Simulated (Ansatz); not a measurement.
Li3Pt (Fm-3m), PBEsol, DFPT electron-phonon coupling, linearised Boltzmann equation in Ansatz (an electronic-structure program): phonon-limited resistivity 13.0 μΩ·cm at 300 K, current-weighted mean free path 10.0 nm, Drude plasma energy 5.67 eV.

Q: Estimate the resistivity of a 80 nm square wire with diffuse walls from ρ ≈ ρ₀(1 + 3ℓ/4d).

A: 1 + 0.75 × 10.0/80 = 1.09, so ρ ≈ 14.2 μΩ·cm and a line 1 μm long has 22.2 Ω. The formula is the free-electron limit for d well above ℓ; grain boundaries add to it.

Q: What Drude relaxation time do resistivity and plasma energy imply?

A: ω_p = 8.61e15 s⁻¹, so τ = 1/(ε₀ ω_p² ρ) = 11.7 fs, a damping ħ/τ of 56.2 meV.

Q: What is the classical skin depth at 1 GHz (nonmagnetic, μ₀ = 1.257×10⁻⁶ H/m)?

A: δ = √(ρ/(π f μ₀)) = 5740 nm.

A metal at this level (no band gap). Only scattering by harmonic phonons is included (no impurities, grain boundaries, electron-electron scattering or thermal expansion). Spin-orbit coupling is left out, which matters with elements this heavy. Halving the electron mesh (24x24x24) moves the resistivity by up to 7 % at 300 K, the mean free path by up to 5 %. Smearing 0.20 eV; phonons on a 4x4x4 q mesh, which this run doesn't test.

Computed structure with no diffraction record at hand here (it may be known, metastable or hypothetical): Li3Pt (Fm-3m).
